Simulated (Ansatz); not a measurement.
# How far PBE and PBEsol part for HfO2, isotropic strain +1.49 %

Base system: HfO2 (space group P4_2/nmc, No. 137; a = 3.605 Å, c = 5.265 Å).

(Cell as relaxed with PBE.)

Levels (all Ansatz, a program for electronic structure, PAW, earlier PAW set): PBE (420 eV, scalar-relativistic without spin-orbit coupling); PBEsol (420 eV, no spin-orbit coupling).

Each level relaxes its own structure.

```json
[
 {"base": "volume per atom", "PBE": "11.40 Å³", "PBEsol": "10.96 Å³"},
 {"base": "lattice parameter a", "PBE": "3.605 Å", "PBEsol": "3.568 Å"},
 {"base": "band gap", "PBE": "4.67 eV", "PBEsol": "4.57 eV"}
]
```

The change: every lattice vector is stretched by 1.49 %, atoms relaxed at fixed cell.

| quantity | PBE | PBEsol |
|---|---|---|
| shift of the gap caused by the change | -0.10 eV | ? |
| band gap | 4.57 eV | ? |
| gap character | indirect, M–Γ (50 % along) → Γ | ? |

### Question
Predict the PBEsol column.

### Answer

- shift of the gap caused by the change, PBEsol: -0.05 eV
- band gap, PBEsol: 4.52 eV
- gap character, PBEsol: indirect, k = (0.222, 0.222, 0) in the run's primitive reciprocal basis → Γ

PBE's shift of the gap caused by the change lies 0.05 eV below PBEsol's; PBE's band gap lies 0.056 eV above PBEsol's; they disagree on the gap character. Neither level is exact; PBEsol is the comparison here, not a measurement.

With Hf present, leaving out spin-orbit coupling can change the band edges. Whether these cells are dynamically stable was not tested. This is not the structure that HfO2 has at room temperature and ambient pressure.
